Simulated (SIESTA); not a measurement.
SIESTA run on SrAl2 (P1, 6 atoms in the cell): self-consistent single point.

Computed with LDA PW92, numerical atomic orbitals DZP, PseudoDojo LDA standard norm-conserving potentials (rewritten from UPF to PSML) run with SIESTA.

The change in words: atoms moved at random. Reference geometry:
```
SrAl2
1.0
   -2.46218     4.05678     4.04831
    2.46218    -4.05678     4.04831
    2.46218     4.05678    -4.04831
Sr Al
2 4
Direct
  0.30033   0.55033   0.75000
  0.69967   0.44967   0.25000
  0.27083   0.83937   0.43146
  0.72917   0.16063   0.56854
  0.90791   0.83937   0.06854
  0.09209   0.16063   0.93146
```

Reference input (self-consistent single point, DFT, LDA PW92, numerical atomic orbitals DZP, PseudoDojo LDA standard norm-conserving potentials (rewritten from UPF to PSML)): XC.functional = LDA; XC.authors = PW92; potentials = PseudoDojo LDA standard; PAO.BasisSize = DZP; PAO.EnergyShift = 0.005 Ry; MeshCutoff = 300 Ry; kgrid.MonkhorstPack = 6 6 6; OccupationFunction = MP; OccupationMPOrder = 0; ElectronicTemperature = 1160.45 K; MaxSCFIterations = 150; SCF.Mixer.Method = Pulay. This run's input differs from it in these lines:

```diff
@@ -18,8 +18,8 @@
 %block AtomicCoordinatesAndAtomicSpecies
-     2.462182000    2.028392500    0.407502784  1
-    -0.000000000    2.028392500    3.640806216  1
-     2.462182000   -0.556104088    2.747749251  2
-     0.000000000    4.612889088    1.300559749  2
-    -0.000000000    0.556104088    6.796058251  2
-     2.462182000    3.500680912   -2.747749251  2
+     2.450225644    1.991565006    0.380371017  1
+    -0.025515592    2.072258516    3.692102339  1
+     2.477457377   -0.490124537    2.761521598  2
+    -0.023821611    4.603075725    1.271075915  2
+     0.016885644    0.519309048    6.785565034  2
+     2.491317000    3.474267185   -2.745704855  2
 %endblock AtomicCoordinatesAndAtomicSpecies
```

Log, with long lists cut:

```
        iscf     Eharris(eV)        E_KS(eV)     FreeEng(eV)     dDmax    Ef(eV) dHmax(eV)
   scf:    1    -2098.438894    -2118.818055    -2118.822569  1.539029 -4.778189  3.618282
   scf:    2    -2120.021078    -2119.487203    -2119.495672  0.095751 -4.650260  2.331423
   scf:    3    -2119.923000    -2119.766642    -2119.777879  0.129812 -4.550361  0.792908
   scf:    4    -2119.814844    -2119.798130    -2119.809513  0.033236 -4.522123  0.150113
   scf:    5    -2119.797727    -2119.798809    -2119.809981  0.008700 -4.519574  0.050566
   scf:    6    -2119.799753    -2119.799488    -2119.810766  0.012072 -4.527049  0.005912
   scf:    7    -2119.799473    -2119.799485    -2119.810773  0.002231 -4.528463  0.004900
   scf:    8    -2119.799515    -2119.799501    -2119.810779  0.000466 -4.528783  0.000837
   scf:    9    -2119.799506    -2119.799504    -2119.810780  0.000122 -4.528764  0.000714
   scf:   10    -2119.799508    -2119.799506    -2119.810780  0.000072 -4.528803  0.000090
SCF Convergence by DM+H criterion
max |DM_out - DM_in|         :     0.0000719489
max |H_out - H_in|      (eV) :     0.0000900798
SCF cycle converged after 10 iterations

Using DM_out to compute the final energy and forces

siesta: E_KS(eV) =            -2119.7995

siesta: E_KS - E_eggbox =     -2119.7995

siesta: Atomic forces (eV/Ang):
     1    0.081472    0.166822    0.153992
     2    0.126204   -0.190442   -0.340340
     3   -0.032975   -0.137987   -0.095064
     4    0.098706   -0.059051    0.189553
     5   -0.132483    0.016687   -0.068680
     6   -0.140918    0.204242    0.160601
   Tot    0.000006    0.000272    0.000062
   Max    0.340340
   Res    0.151739    sqrt( Sum f_i^2 / 3N )
   Max    0.340340    constrained

   [... lines left out ...]
siesta: FreeEng =     -2119.810780
   [... lines left out ...]
siesta:     0.009295    0.000602    0.000101
siesta:     0.000602    0.002151   -0.000460
siesta:     0.000101   -0.000460   -0.001845

siesta: Cell volume =        161.746834 Ang**3

siesta: Pressure (static):
siesta:                Solid            Molecule  Units
siesta:          -0.00003486          0.00000816  Ry/Bohr**3
siesta:          -0.00320039          0.00074930  eV/Ang**3
siesta:          -5.12758314          1.20050490  kBar
```

The run converged in 10 iterations. Against the reference run the free energy rises by 6.4 meV/atom, the pressure hardly changes (-0.61 to -0.51 GPa) and the largest force goes from 0.128 to 0.410 eV/Å.

The starting cell comes from a database of computed structures (which also holds hypothetical and non-ambient phases and stackings), without a prior relaxation at this level. Its lattice was rescaled by a random factor within 2.5 % of one. For this run, on top of that: atoms moved at random. Values carry the incompleteness of an atom-centred basis.

Cost on one core of a shared machine: roughly 70 s.
